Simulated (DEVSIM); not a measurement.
System: Schottky contact on n-type Ge, at 250 K.

Layer 1 from the left is Ge, thickness (μm) 4.20, Nd (cm⁻³) 1.7e16, τn (s) 0.00023, τp (s) 0.00023. Layer 2 from the left is Ge, thickness (μm) 0.540, Nd (cm⁻³) 5.8e17, τn (s) 0.00023, τp (s) 0.00023.

Left contact: Schottky, work function 4.3 eV, emission velocity 9e6 cm/s. Right contact: ohmic. Voltage is applied to the left contact. Recombination: SRH at mid-gap, radiative. Mobility is μmin + (μ − μmin)/(1 + (N/Nref)^α).

Constants are typed, rounded textbook-type inputs, not results; the design itself was drawn at random and stands for no fabricated device. Values at 300 K; Nc and Nv go as T^1.5, mobilities as T to minus their exponent, the gap by Varshni's rule with the affinity fixed.

Ge: gap (eV) 0.664, affinity (eV) 4, permittivity 16, Nc (cm⁻³) 1.04e19, Nv (cm⁻³) 6e18, μn (cm²/Vs) 3900, μp (cm²/Vs) 1900, μn,min 150, μp,min 100, Nref,n 2.6e17, Nref,p 4e17, αn 0.56, αp 0.6, T exponent of μn 1.66, T exponent of μp 2.33, B (cm³/s) 6.4e-14, Varshni α (eV/K) 0.000477, Varshni β (K) 235.

Model (solved in DEVSIM): 1D drift-diffusion, Boltzmann statistics, complete ionisation; no tunnelling, impact ionisation, image-force lowering or self-heating. Metal contacts follow the ideal Schottky-Mott rule: no Fermi-level pinning, no interface dipoles.

What does the simulation give for the dark forward voltage at 100 A/cm², the potential step across the device at zero bias?

dark forward voltage at 100 A/cm² 0.059 V; potential step across the device at zero bias 0.244 V.
